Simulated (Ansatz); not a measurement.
Reference: MoTe2 (P6_3/mmc), PBEsol+D3BJ with spin-orbit coupling, rigid bands (plane waves, PAW; Ansatz, an electronic-structure program); axes and stresses refer to this cell.

```
CELL_PARAMETERS angstrom
      3.43411     0.00000     0.00000
     -1.71706     2.97403     0.00000
      0.00000     0.00000    13.33464
ATOMIC_POSITIONS crystal
  Te 0.33333 0.66667 0.61385
  Te 0.66667 0.33333 0.38615
  Te 0.66667 0.33333 0.11385
  Te 0.33333 0.66667 0.88615
  Mo 0.33333 0.66667 0.25000
  Mo 0.66667 0.33333 0.75000
```

The Seebeck coefficient, n-type 1e19 cm⁻³ is -338 μV/K, the electron mass along z is 0.38 mₑ and the hole conductivity mass comes out as 1.06 mₑ.

### Question
Change: hydrostatic pressure -2 GPa. What happens to Seebeck coefficient, n-type 1e19 cm⁻³, electron mass along z, hole conductivity mass?

### Answer
Seebeck coefficient, n-type 1e19 cm⁻³ moves little, to -347 μV/K; electron mass along z increases to 0.42 mₑ; hole conductivity mass goes up to 1.49 mₑ.

Masses are for dilute carriers at 300 K, harmonic means over directions unless an axis is named. Seebeck coefficients are for the stated density at 300 K, with one relaxation time for all states and whether or not that doping can be reached. Stresses and pressures are the targets of the relaxation.  The structure type is held under load, also where the real crystal would transform.

PBEsol with a dispersion correction tends to overbind, so the cell can be several per cent short, in bad cases over ten, which usually narrows a gap: MoTe2 (P6_3/mmc).
